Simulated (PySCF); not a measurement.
PySCF 2.14.0, PBE0/def2-svp, df: C[C](F)F, charge +1, multiplicity 1, 7 atoms. The geometry is a generated start, not checked to be a minimum at this level.

task: energy
method: pbe0
basis: def2-svp
two-electron scheme: density fitting
mol.max_memory: 3000 MB
mf.max_cycle: 100
mf.conv_tol: 1e-09 (default)
mf.grids.level: 3 (default)
basis functions: 71
grid points: 86184

```xyz
7

C     -0.6113    -0.1684    -0.0191
C      0.7647     0.1530     0.0031
F      1.6903    -0.7091    -0.0329
F      1.2048     1.3405     0.0616
H     -1.1030     0.1851     0.9096
H     -0.7952    -1.2371    -0.1517
H     -1.1503     0.4360    -0.7707
```

Charge 1 and multiplicity 1 are set for this test and not shown to be the ground state.

With the defaults (mf.DIIS = CDIIS, mf.diis = true, mf.damp = 0, mf.diis_start_cycle = 1, mf.diis_space = 8, newton = off, mf.init_guess = minao) it converges in 12 Fock builds. One run each on 2 threads, 1 BLAS thread, with these changes:
- mf.DIIS = EDIIS
- mf.diis = false
- newton = Hessian by the SCF's own integrals
- mf.init_guess = atom
- mf.damp = 0.3, mf.diis_start_cycle = 4
- mf.diis_space = 12
- mf.damp = 0.7, mf.diis_start_cycle = 8
- mf.diis = false, mf.damp = 0.7, mf.diis_start_cycle = 999
- mf.diis_space = 3

**Question.** Which runs fail or end elsewhere than the default run?

**Answer.** No convergence: mf.DIIS = EDIIS; mf.diis = false (the run ends without SCF convergence in 100 cycles). The rest reach the solution of the defaults.

```
setting                                                    Fock builds             end
---------------------------------------------------------  -----------  --------------
the defaults                                                        12   same solution
mf.diis_space = 12                                                  12   same solution
mf.init_guess = atom                                                12   same solution
mf.damp = 0.3, mf.diis_start_cycle = 4                              14   same solution
mf.damp = 0.7, mf.diis_start_cycle = 8                              15   same solution
mf.diis_space = 3                                                   15   same solution
newton = Hessian by the SCF's own integrals                         26   same solution
mf.diis = false, mf.damp = 0.7, mf.diis_start_cycle = 999           28   same solution
mf.DIIS = EDIIS                                                    101  no convergence
mf.diis = false                                                    101  no convergence
```

Under newton the count holds the products with the orbital Hessian.
